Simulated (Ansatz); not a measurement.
Functionals compared on the (11-22) surface of hcp Mg in its 1x1 cell, outermost plane spacing 1.36 Å in the ideal cut, in Ansatz (plane waves, PAW). The structure was relaxed with PBE; the other rows are single points on it, each with its references at the same level. Cutoff 420 eV (500 eV for r2SCAN).

Slab: 16 atoms, 9.5 Å thick at the start (thin: gaps and levels are the slab's own); k 7x6x1, smearing 0.1 eV, dipole-corrected; all atoms relaxed; start symmetry kept, larger cells not searched; no spin, no spin-orbit, no U. These notes are the PBE run's.

```json
[
 {"functional": "PBE", "surface energy (J/m²)": "0.72", "work function of the top face (eV)": "3.55", "rough cost of the single point": "–"},
 {"functional": "LDA", "surface energy (J/m²)": "0.81", "work function of the top face (eV)": "3.68", "rough cost of the single point": "roughly 80 core-seconds"},
 {"functional": "PBEsol", "surface energy (J/m²)": "?", "work function of the top face (eV)": "?", "rough cost of the single point": "roughly 90 core-seconds"},
 {"functional": "RPBE", "surface energy (J/m²)": "0.67", "work function of the top face (eV)": "3.48", "rough cost of the single point": "around 90 core-seconds (rough)"},
 {"functional": "r2SCAN", "surface energy (J/m²)": "0.82", "work function of the top face (eV)": "3.60", "rough cost of the single point": "very roughly 2.8 core-minutes"}
]
```

What belongs in the gaps?


- PBEsol, surface energy (J/m²): 0.80
- PBEsol, work function of the top face (eV): 3.58

Ansatz is an electronic-structure program.
